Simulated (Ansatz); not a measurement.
## Competing hops of interstitial Be in diamond, charge state +2

Defect: interstitial Be in diamond, charge state +2. These are PBE, PAW (plane waves to 420 eV; Ansatz, a first-principles code) values and carry that method's errors.

Cell of 64 host sites held at the relaxed PBE lattice; a 2×2×2 k-point mesh shifted by half a step; Fermi-Dirac width 0.01 eV, spin-restricted; finite-size errors left in. Static, classical nuclei. The host's phase is taken as given; its stability against other phases was not computed. The charge state is imposed; whether it is stable for some Fermi level was not computed. Sites that were not tried may lie lower.

| Route | Start site over the lowest site run (eV) | Hop (Å) | Forward barrier (eV) | Backward barrier (eV) | Neighbours at the start | Neighbours at the saddle | Saddle order |
|---|---|---|---|---|---|---|---|
| a direct jump of one Be atom | 0.00 | 1.55 | 1.35 | 1.35 | 4 C at 1.63, 6 C at 1.85 Å | 6 C at 1.61 Å | not checked, on a symmetry element |

Paths come from nudged elastic bands with a climbing image.  A band can be held on a symmetry element, so unchecked saddle points there may be too high.
